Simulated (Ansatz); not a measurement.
Start from an 8-atom supercell of TiC in the rock salt structure (space group Fm-3m, No. 225; a = 4.3285 Å) at its relaxed geometry.

Level of theory: r2SCAN (Ansatz, a quantum-chemistry and plane-wave program, PAW, no spin-orbit coupling), earlier PAW set.

For the base:

* **Pressure**: 0.0 GPa

Perturbation: one H atom is added in an open site, starting 1.69 Å from the nearest host atom, atoms relaxed at fixed cell, starting from a slightly rattled geometry.

**Question.** Estimate the effect on the final site of the added atom.

**Answer.** The final site of the added atom amounts to 1 C at 1.14 Å and 3 Ti at 1.83 Å.

**Question.** What does the calculation give for the largest displacement of a host atom from its site in the perfect cell after the change?

**Answer.** The largest displacement of a host atom from its site in the perfect cell is 0.06 Å.

**Question.** What does the calculation give for the pressure after the change?

**Answer.** The pressure goes from zero to 8.4 GPa.

In so small a cell the defect repeats every few ångströms: this is an ordered compound, not a dilute defect. The final runs are not spin-polarised. The defect cell is not spin-polarised.
